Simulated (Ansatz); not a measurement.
We consider NbP (model structure, started from the WC type, P-6m2, No. 187, 2 atoms in the cell), described by PBE (Ansatz, a quantum-chemistry and plane-wave program, plane waves, PAW).

Settings: plane-wave cutoff 520 eV, 18×18×18 k mesh, Fermi–Dirac smearing 0.05 eV, no spin polarisation, scalar-relativistic PAW data made under PBE.

Cell (relaxed at this level):

Space group P-6m2 (No. 187); a = 3.330 Å, b = 3.330 Å, c = 3.341 Å, α = 90.00°, β = 90.00°, γ = 120.00°

```
atom  site  symmetry       x       y       z
----  ----  --------  ------  ------  ------
Nb      1a      -6m2  0.0000  0.0000  0.0000
P       1f      -6m2  0.6667  0.3333  0.5000
```

Estimate the bulk modulus B0 that the calculation returns.


- bulk modulus B0: 180 GPa

Note: the run has no spin polarisation, so it can have missed a magnetic state; the bulk modulus is −V dP/dV from two relaxed cells at ±2 % in volume; the relaxation could raise the start's symmetry but not lower it, so the cell can be a saddle point.

The computed numbers hold no vibrational or temperature effects.

The result took roughly 2.6 core-minutes.

A model structure was made by putting elements into a prototype or built by hand; it is no filed structure, need not be a known phase, and can be a saddle point held by its symmetry.
